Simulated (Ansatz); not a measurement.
# CdS under a change: holes 1.0×10^22 cm⁻³

Consider CdS in the zinc blende structure (space group F-43m, No. 216; a = 5.8778 Å).

The change: 0.508 holes added to each cell, a density of 1.0×10^22 cm⁻³, with a uniform compensating background at fixed cell and a 300 K Fermi–Dirac width.

Computed with r2SCAN, PAW, 500 eV (Ansatz, an electronic-structure program; no spin-orbit coupling). Γ-centred 22×22×22 mesh, Fermi–Dirac width 0.0259 eV.

```csv
quantity,base,changed,shift
gap between the host's bands,1.54 eV,1.97 eV,+0.43 eV
gap character,direct at Γ,direct at Γ,–
Fermi level relative to the doped band's edge (positive inside the band; to 0.05 eV),–,+0.60 eV,–
```

Final structure:

```xyz
2
Lattice="0.0000 2.9389 2.9389 2.9389 0.0000 2.9389 2.9389 2.9389 0.0000" Properties=species:S:1:pos:R:3 pbc="T T T"
S      4.4084     4.4084     4.4084
Cd     0.0000     0.0000     0.0000
```
Cell charge +0.507674.

Cost of the whole job for the changed cell (relaxation, final SCF and bands): about 120 core-seconds (a rough figure).

Carriers are added with a uniform compensating background; total energy and stress of such cells depend on the potential's zero and are not compared; many-body gap narrowing is missing at this level. No phonon test of stability was made.
